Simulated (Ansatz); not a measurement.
A computed series for InSb: pressure series

Base system: InSb in the zinc blende structure (space group F-43m, No. 216).

```
CELL_PARAMETERS angstrom
      0.00000     3.25957     3.25957
      3.25957     0.00000     3.25957
      3.25957     3.25957     0.00000
ATOMIC_POSITIONS crystal
  Sb 0.75000 0.75000 0.75000
  In 0.00000 0.00000 0.00000
```

Cell and atoms are relaxed at each pressure.

The values are results of Ansatz (a first-principles code), PBEsol, PAW, cutoff 420 eV, no spin-orbit coupling, not measurements.

Notes on the quantities. enthalpy: H = E + PV relative to the base's energy.

```
case               lattice parameter a       enthalpy
-----------------  -------------------  -------------
base                       12.319 bohr              –
pressure 0.9 GPa           12.237 bohr  +0.19 eV/atom
pressure 2.1 GPa           12.139 bohr  +0.44 eV/atom
pressure 4.5 GPa           11.971 bohr  +0.93 eV/atom
pressure 9 GPa             11.727 bohr  +1.79 eV/atom
pressure 15 GPa                      …  +2.88 eV/atom
pressure 22.5 GPa          11.246 bohr  +4.15 eV/atom
```

**Question.** Fill in the withheld entries from the trend.

**Answer.** 
- pressure 15 GPa, lattice parameter a: 11.481 bohr

Load acts through the strain it causes; cell and atoms are relaxed under it. No phonon test of stability was made. Tetrahedral semiconductors of this kind turn to denser phases somewhere between about 1 and 50 GPa; those were not computed, so compressed cells here can lie past the real transition. All final runs are without spin polarisation.
